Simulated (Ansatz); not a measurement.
## Effect of uniaxial strain ε_xx = −1.80 % on ZnS

The parent structure is ZnS in the wurtzite structure (space group P6_3mc, No. 186; a = 3.738 Å, c = 6.143 Å). Axes: x lies along a and z along c of the hexagonal cell.

Now apply this change: uniaxial strain ε_xx = −1.80 %, all other strain components held at zero, atoms relaxed at fixed cell.

Level of theory: LDA in Ansatz (plane waves to 420 eV, PAW, scalar-relativistic without spin-orbit coupling). Γ-centred 10×10×6 mesh, Fermi–Dirac width 0.05 eV.

* **Volume per atom**: 18.25 Å³ (base 18.59 Å³)
* **Space group**: Cmc2_1 (No. 36) (base P6_3mc (No. 186))
* **Energy relative to the base (free energy F)**: +2.6 meV/atom
* **Pressure (mean of the normal stresses, compression positive)**: 1.59 GPa (base 0.00 GPa)
* **Band gap**: 2.20 eV (base 2.19 eV)
* **Gap character**: direct at Γ (base direct at Γ)
* **Electron mass**: 0.15 mₑ along z, 0.19 mₑ across (at Γ) (base 0.15 mₑ along c, 0.18 mₑ across (at Γ))
* **Valence-band top at Γ (three highest levels, from the VBM)**: 0.00, -0.09, -0.20 eV (base 0.00, 0.00, -0.10 eV)
* **Largest internal atomic displacement**: 0.016 Å
* **Stress (xx, yy, zz, yz, xz, xy; compression positive)**: (2.56, 1.24, 0.97, 0.00, 0.00, 0.00) GPa

Final structure:

```
ZnS
1.0
    3.67098     0.00000     0.00000
   -1.83549     3.23743     0.00000
    0.00000     0.00000     6.14288
Zn S
2 2
Cartesian
  0.00000   2.15952   0.00943
  1.83549   1.07791   3.08087
  0.00000   2.17367   2.29415
  1.83549   1.06376   5.36560
```

Masses are band curvatures over ±0.01 Å⁻¹ around the edge. Stability against distortions was not tested. Labels are those of the standard path for the cell's own space group.

Ansatz is a quantum-chemistry and plane-wave program.
